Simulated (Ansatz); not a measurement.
Here is the system:

End structure of a constructed model of the (111) surface of fcc Cu, (√3x√3)R30° layer of Ga, one a cell, on the site that continues the host's stacking (bottom of the slab: a bare face, its two planes held):

```
CELL_PARAMETERS angstrom
      3.85020     2.22291     0.00000
     -3.85020     2.22291     0.00000
      0.00000     0.00000    29.00000
ATOMIC_POSITIONS crystal
  Cu 0.00000 0.66667 0.28124
  Cu 0.33333 0.33333 0.28124
  Cu 0.66667 0.00000 0.28124
  Cu 0.00000 0.33333 0.35351
  Cu 0.33333 0.00000 0.35351
  Cu 0.66667 0.66667 0.35351
  Cu 0.00000 0.00095 0.42548
  Cu 0.33428 0.66667 0.42548
  Cu 0.66572 0.33239 0.42548
  Cu 0.00000 0.66667 0.49720
  Cu 0.33333 0.33333 0.49793
  Cu 0.66667 0.00000 0.49793
  Cu 0.00000 0.33484 0.56965
  Cu 0.33183 0.99850 0.56965
  Cu 0.66817 0.66667 0.56965
  Cu 0.00000 0.00456 0.64205
  Cu 0.33790 0.66667 0.64205
  Cu 0.66210 0.32877 0.64205
  Ga 0.00000 0.66667 0.71189
```

Set-up: 19 atoms, 12.7 Å thick at the start with caps and adatoms (thin: gaps and levels are the slab's own); mesh 10x10x1; 0.1 eV smearing; dipole correction on; 6 atoms held, the rest relaxed; held to the start's symmetry, so lower structures may exist; no spin, no spin-orbit, no U. It is one candidate, not shown to be the stable structure of the face.

### Question
What work function of the top face does PBE run with Ansatz (an electronic-structure program) give?

### Answer
4.19 eV
